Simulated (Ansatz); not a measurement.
# SnTe (F-43m, No. 216, 2 atoms in the cell; start mp-16364)

Calculation: r²SCAN-D4 (Ansatz, a first-principles code, PAW).

Numerical settings: plane-wave cutoff 500 eV, 10×10×10 k mesh, Fermi–Dirac smearing 0.05 eV, scalar-relativistic PAW data made under PBE.

Cell (relaxed at this level):

SnTe is taken in the cubic space group F-43m (No. 216), the zinc blende structure, Pearson symbol cF8. Lattice parameters: a = b = c = 7.1372 Å, α = β = γ = 90.00°. Sn on 4a sees 4 Te at 3.090 Å (tetrahedral). Te on 4c sees 4 Sn at 3.090 Å (tetrahedral). (Neighbours: up to the widest gap in distance over summed covalent radii, below 1.35, at either atom; cation-cation and far metal-metal contacts left out.)
(The calculation used a cell of 2 atoms; values per cell refer to that cell.)

```yaml
band_gap: 0.13 eV (under three smearing widths, so not firm)
```

Note: the relaxation could not lower the start's symmetry, so the cell can be a saddle point above a distorted one.

Spin–orbit coupling is not included; with these elements it can move the gap by several tenths of an eV or more.

The computed numbers hold no vibrational or temperature effects.

It cost around 60 core-seconds (rough) of CPU time.

A start named mp-… is a Materials Project structure, which need not be a measured phase.
